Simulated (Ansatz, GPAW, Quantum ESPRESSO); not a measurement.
# One structure in several programs: BaMg2Sb2 (P1, 5 atoms in the cell)

Self-consistent single point, at a second geometry (atoms moved at random). First geometry:

```xyz
5
Lattice="4.7985 0.0000 0.0000 -2.3993 4.1557 0.0000 0.0000 0.0000 8.2059" Properties=species:S:1:pos:R:3 pbc="T T T"
Ba     0.0000     0.0000     0.0000
Mg     2.3993     1.3852     3.0908
Mg     0.0000     2.7704     5.1151
Sb     2.3993     1.3852     5.9945
Sb     0.0000     2.7704     2.2114
```

Second geometry:
```xyz
5
Lattice="4.7985 0.0000 0.0000 -2.3993 4.1557 0.0000 0.0000 0.0000 8.2059" Properties=species:S:1:pos:R:3 pbc="T T T"
Ba    -0.0814     0.0022     0.0513
Mg     2.4760     1.3905     3.1074
Mg    -0.0693     2.8214     5.0893
Sb     2.4333     1.4054     5.9473
Sb     0.0400     2.6918     2.2166
```

Shared settings, as Ansatz (a first-principles code) writes them: kpoints.mp_grid.grid = 6 6 3; scf.occupations.method = fixed. Potentials and cutoffs stand in the table.

```csv
code,model,ΔF from the first geometry (meV/atom),pressure (GPa),largest force (eV/Å),gap on the mesh (eV),cutoff
Ansatz,"LDA (PW92), PAW files made with PBE",13.0,-2.17,0.473,0.709,default
Quantum ESPRESSO,"LDA (PZ), GBRV 1.5 ultrasoft (LDA) pseudopotentials",12.9,-2.15,0.465,0.705,40 Ry
GPAW,"LDA (Perdew-Wang 92), GPAW PAW datasets LDA (gpaw-data 1.0.1)",12.7,-2.11,0.448,0.684,850 eV
```

Size of the force on each atom (eV/Å): Sizes of forces hide their directions.

```json
[
 {"code": "Ansatz", "Ba1": "0.295", "Mg2": "0.273", "Mg3": "0.355", "Sb4": "0.473", "Sb5": "0.337"},
 {"code": "Quantum ESPRESSO", "Ba1": "0.300", "Mg2": "0.273", "Mg3": "0.355", "Sb4": "0.465", "Sb5": "0.331"},
 {"code": "GPAW", "Ba1": "0.300", "Mg2": "0.271", "Mg3": "0.353", "Sb4": "0.448", "Sb5": "0.322"}
]
```

Gaps are read on the mesh.

On Ansatz's run: spin-orbit coupling is off.

The spread over the programs that give each value: ΔF from the first geometry within 0.3 meV/atom; pressure within 0.06 GPa; largest force within 0.025 eV/Å; gap on the mesh within 0.025 eV.

Ansatz's pressure is given at a fixed set of plane waves, as the other plane-wave codes print theirs. The same LDA comes in different parametrisations, which differ slightly.

The starting cell comes from a database of computed structures (which also holds hypothetical and non-ambient phases and stackings), without a prior relaxation at this level. For this run, on top of that: atoms moved at random.

Left out of this page: ABINIT (with a known weakness of the program); CP2K (unsound by tests on forces, stress, charge or solver warnings).

Keys are those of Ansatz 0.2.
